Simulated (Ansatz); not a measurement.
# Response to strain in S

Consider S (space group P3_221, No. 154; a = 7.565 Å, c = 4.365 Å; a cell from a computed database, its experimental status unchecked; made of chains). Axes: x lies along a and z along c of the hexagonal cell.

Strains are applied to the cell and any free atomic positions relax; under biaxial strain the out-of-plane vector relaxes too; under stress the whole cell relaxes.

Level of theory: Ansatz (a first-principles code) PBEsol, no spin-orbit coupling.

Notes on the quantities. pressure: mean of the normal stresses, compression positive.

```tsv
case	band gap	volume per atom	pressure	smallest direct gap	gap character
base	1.85 eV	24.04 Å³	0.00 GPa	1.95 eV	indirect, H → L
biaxial strain −4.45 %, plane normal [001], relaxed out of plane	1.59 eV	21.99 Å³	0.64 GPa	1.70 eV	indirect, Γ–A (67 % along) → L
biaxial strain −1.26 %, plane normal [001], relaxed out of plane	1.78 eV	23.45 Å³	0.14 GPa	1.88 eV	indirect, H → L
biaxial strain +0.71 %, plane normal [001], relaxed out of plane	1.89 eV	24.38 Å³	-0.06 GPa	1.99 eV	indirect, H → L
isotropic strain −0.46 %	1.86 eV	23.71 Å³	0.26 GPa	1.95 eV	indirect, H → L
uniaxial strain ε_xx = +3.48 %	1.94 eV	24.87 Å³	-0.14 GPa	2.03 eV	indirect, D → L₂
uniaxial strain ε_yy = +0.71 %	1.87 eV	24.21 Å³	-0.03 GPa	1.96 eV	indirect, D₂ → M₂
uniaxial strain ε_zz = −1.76 %	1.98 eV	23.61 Å³	0.78 GPa	2.05 eV	indirect, H → L
uniaxial stress, 3 GPa tension along z	1.60 eV	24.44 Å³	–	1.73 eV	indirect, Γ–A (67 % along) → L
```

Beyond what the load breaks, stability against distortions was not tested. No dispersion term is included in the PBEsol runs. This is not the structure that S has at room temperature and ambient pressure. Labels are those of the standard path for the cell's own space group.
